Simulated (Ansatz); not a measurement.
Consider a 16-atom supercell of KI in the rock salt structure (space group Fm-3m, No. 225) at its relaxed geometry.

```
CELL_PARAMETERS angstrom
      0.00000     7.00655     7.00655
      7.00655     0.00000     7.00655
      7.00655     7.00655     0.00000
ATOMIC_POSITIONS crystal
  I  0.00000 0.00000 0.00000
  I  0.00000 0.00000 0.50000
  I  0.00000 0.50000 0.00000
  I  0.00000 0.50000 0.50000
  I  0.50000 0.00000 0.00000
  I  0.50000 0.00000 0.50000
  I  0.50000 0.50000 0.00000
  I  0.50000 0.50000 0.50000
  K  0.25000 0.25000 0.25000
  K  0.25000 0.25000 0.75000
  K  0.25000 0.75000 0.25000
  K  0.25000 0.75000 0.75000
  K  0.75000 0.25000 0.25000
  K  0.75000 0.25000 0.75000
  K  0.75000 0.75000 0.25000
  K  0.75000 0.75000 0.75000
```

Calculations: PBEsol in Ansatz (plane waves to 420 eV, PAW, scalar-relativistic without spin-orbit coupling).

Before the change:

| Quantity | Result |
|---|---|
| Pressure | 0.0 GPa |

Modification: a neutral I interstitial (started 2.74 Å from the nearest host atom), atoms relaxed at fixed cell, starting from a slightly rattled geometry.

### Question
What happens to the pressure, final site of the added atom and largest displacement of a host atom from its site in the perfect cell?

### Answer
The pressure goes from zero to 1.6 GPa; the final site of the added atom is 6 K at 3.08–4.40 Å and 2 I at 3.23 Å; the largest displacement of a host atom from its site in the perfect cell is 0.75 Å.

Other magnetic orders, which the real material may have, were not ruled out. The cell is small, so the values are those of an ordered compound at a high defect concentration; dilute-limit values will differ. A case with no gap was solved on a k-mesh chosen for an insulator, which is coarse for it. The defect cell is spin-polarised and ends with 0.3 μB, a fractional moment that hangs on the mesh and smearing.

Ansatz is a quantum-chemistry and plane-wave program.
